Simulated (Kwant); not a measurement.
Computed with Kwant: one-band effective-mass tight-binding model in one dimension, coherent, no space charge, current by the Tsu-Esaki formula.

System: GaN/Al0.2Ga0.8N stack with 2 barriers. One parabolic valley. Leads of mass 0.2 mₑ with the band edge at 0; grid 0.1 nm; bias swept from 0.014 to 0.4369 V, dropping linearly over the stack. Emitter Fermi level 0.029 eV, 77 K, equal in the collector.

```
layer  thickness (nm)  band offset (eV)  mass (mₑ)
-----  --------------  ----------------  ---------
1                 1.3              0.35       0.22
2                 5.2                 0        0.2
3                 1.7              0.35       0.22
```

The device is made up for the run: typed textbook-type constants, with dimensions and the other settings drawn at random.

Sweep values stay those of the base run.

One input was changed, with this effect: J at bias = 0.4369 V 12300 → 3480 A/cm²; J at bias = 0.2255 V 12300 → 7190 A/cm².

Question: Which change was it?
A. height of the first barrier 0.35 → 0.21 eV
B. thickness of the first barrier 1.3 → 1.8 nm
C. width of the first well 5.2 → 4.2 nm
D. mass in the first barrier 0.22 → 0.13 mₑ

Answer: B, thickness of the first barrier 1.3 → 1.8 nm
